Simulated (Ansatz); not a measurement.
```yaml
crystal:
  lattice:
    - [6.44836, -0.00003, 0.00000]
    - [-1.61210, 2.79224, 0.00000]
    - [0.00000, 0.00000, 5.05851]
  atoms:
    - { symbol: Mg, position: [0.33333, 0.33333, 0.00929] }
    - { symbol: Zn, position: [0.16667, 0.66667, 0.50311] }
    - { symbol: O, position: [0.33333, 0.33333, 0.62064] }
    - { symbol: O, position: [0.16667, 0.66667, 0.11735] }
    - { symbol: Mg, position: [0.83333, 0.33333, 0.00929] }
    - { symbol: Zn, position: [0.66667, 0.66667, 0.50311] }
    - { symbol: O, position: [0.83333, 0.33333, 0.62064] }
    - { symbol: O, position: [0.66667, 0.66667, 0.11735] }
```

Relaxed-ion tensors in this frame from LDA in Ansatz (an electronic-structure program). Proper piezoelectric stress tensor e (C/m²):

```
 0.00   0.00   0.00   0.00   0.48   0.00
 0.00   0.00   0.00   0.48   0.00   0.00
 0.64   0.64  -1.60   0.00   0.00   0.00
```

Stiffness C (GPa):

```
 214   125   110   1.2   0.0   0.0
 125   214   110  -1.2   0.0   0.1
 110   110   182   0.0   0.0   0.0
 1.2  -1.2   0.0  44.8   0.0   0.0
 0.0   0.0   0.0   0.0  44.8   1.2
 0.0   0.1   0.0   0.0   1.2  44.6
```

The ordered cell is a computed model, not a synthesised structure.

Question: Obtain the piezoelectric strain tensor d.

Answer: d = e S with S = C⁻¹, in pC/N:

```
  0.0    0.0    0.0    0.0   10.7   -0.3
 -0.1    0.1    0.0   10.7    0.0    0.0
  7.8    7.8  -18.2    0.0    0.0    0.0
```
Away from Γ the polar cell without biaxial strain shows no imaginary mode on a 2×2×2 mesh.

The PAW data sets were generated under PBE and serve the other functionals too.
